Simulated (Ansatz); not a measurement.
Functionals compared on O on the 1x1 (100) surface of rock-salt LiF (cut with top plane F + Li), one in a 2x2 cell, started at the site 'top Li', in Ansatz (plane waves, PAW). The structure was relaxed with PBE; the other rows are single points on it, each with its references at the same level. Cutoff 420 eV (500 eV for r2SCAN). The points keep PBE's geometry, so the relaxation of a polaron and the settling of charge on one site are left out. HSE06 used the coarser mesh 3x3x1.

Host crystal: rock-salt LiF, with a band gap (PBE, scalar-relativistic without spin-orbit coupling).

Slab: 33 atoms, 6.1 Å thick at the start under the adsorbate (thin: gaps and levels are the slab's own); k 4x4x1, smearing 0.01 eV, dipole-corrected; 16 atoms held, the rest relaxed; held to the start's symmetry, so lower structures may exist; spin-polarised, ending with about 2.0 μB a cell; orders that need a larger cell were not tried, no spin-orbit, no U, no dispersion correction. It is one chosen start, not shown to be the lowest state of the adsorbate. These notes are the PBE run's. RPBE: The program's check for a lower electronic state was not made. r2SCAN: The program's check for a lower electronic state was not made. HSE06: The program's check for a lower electronic state was not made. Adsorption energies are against ½ O2(g). A negative adsorption energy means that the adsorbate is more stable on the surface than in its reference.

A dash marks a value that is undefined for that row or was read on another mesh.

```csv
functional,adsorption energy (eV),gap of the slab on its k-mesh (eV),highest filled level below the top vacuum level (eV),magnetic moment of the cell (μB)
PBE,2.94,1.07,7.71,2.00
RPBE,2.83,1.20,7.64,2.00
r2SCAN,[?],[?],[?],2.00
HSE06,2.61,–,–,2.00
```

Question: Some entries are withheld; supply them.

Answer: 
- r2SCAN, adsorption energy (eV): 2.63
- r2SCAN, gap of the slab on its k-mesh (eV): 2.26
- r2SCAN, highest filled level below the top vacuum level (eV): 8.09

Ansatz is a first-principles code.
